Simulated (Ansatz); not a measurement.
```
C
1.0
    0.00000     1.82859     1.82859
    1.82859     0.00000     1.82859
    1.82859     1.82859     0.00000
C
2
Direct
  0.00000   0.00000   0.00000
  0.25000   0.25000   0.25000
```

Calculation: r2SCAN, rigid bands (plane waves, PAW, scalar-relativistic; Ansatz, a first-principles code). Condition of this run: hydrostatic pressure of -33 GPa (compression positive) (the target of the relaxation). Cell: cell and atoms relaxed with PBEsol, then loaded as said.

### Question
What conductivity effective mass do dilute electrons have at 300 K?

### Answer
0.39 mₑ.

### Question
What conductivity effective mass do dilute holes have at 300 K?

### Answer
0.45 mₑ.

### Question
And the band gap?

### Answer
4.17 eV at this level; semilocal functionals usually fall short of the measured gap.

Rigid bands, one relaxation time for all states, no polarons. Spin-orbit coupling is left out. Geometry: cell and atoms relaxed with PBEsol.
